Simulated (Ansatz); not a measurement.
## ScF3 (Pm-3m, No. 221, 4 atoms in the cell; start mp-559092)

All values below come from LDA (PAW; Ansatz, an electronic-structure program).

Settings: plane-wave cutoff 500 eV, 10×10×10 k mesh, gaussian smearing 0.02 eV, scalar-relativistic PAW data made under PBE.

Cell (relaxed at this level):

```cif
data_F3Sc
_chemical_formula_sum 'Sc1 F3'
_space_group_name_H-M_alt 'Pm-3m'
_space_group_IT_number 221
_space_group_name_Hall '-P 4 2 3'
_cell_length_a 3.97308
_cell_length_b 3.97308
_cell_length_c 3.97308
_cell_angle_alpha 90.000
_cell_angle_beta 90.000
_cell_angle_gamma 90.000
loop_
_atom_site_label
_atom_site_type_symbol
_atom_site_symmetry_multiplicity
_atom_site_Wyckoff_symbol
_atom_site_fract_x
_atom_site_fract_y
_atom_site_fract_z
_atom_site_occupancy
Sc1 Sc 1 a 0.00000 0.00000 0.00000 1
F1 F 3 d 0.00000 0.00000 0.50000 1
```

```
Quantity                       Result
--------  ---------------------------
band gap  6.36 eV (on the SCF k mesh)
```

Note: the relaxation could not lower the start's symmetry, so the cell can be a saddle point above a distorted one.

Computed values are for the static lattice.

The result took roughly 40 core-seconds.

A start named mp-… is a Materials Project structure, which need not be a measured phase.
